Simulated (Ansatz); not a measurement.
Consider TlBr in the zinc blende structure (space group F-43m, No. 216; a = 7.311 Å; a hypothetical phase, not in the database extracts checked).

Level of theory: PBEsol (Ansatz, an electronic-structure program), without spin-orbit coupling, earlier PAW set.

For the base:

```
Item                                    Value
----------------------------  ---------------
Gap between the host's bands          2.77 eV
Gap character                 indirect, W → X
```

Perturbation: 0.0684 holes added to each cell, a density of 7.0×10^20 cm⁻³, with a uniform compensating background at fixed cell and a 300 K Fermi–Dirac width.

### Question
What happens to the gap between the host's bands, Fermi level from band edge and gap character?

### Answer
The gap between the host's bands rises by 0.07 eV to 2.84 eV; the Fermi level relative to the doped band's edge (positive inside the band; to 0.05 eV) is +0.05 eV; the gap character stays indirect, W → X.

Charged cell with a jellium background: band edges are those of the host's band count, energies are not comparable with the neutral cell, and many-body gap narrowing is missing. With Tl present, leaving out spin-orbit coupling can change the band edges. Whether these cells are dynamically stable was not tested.
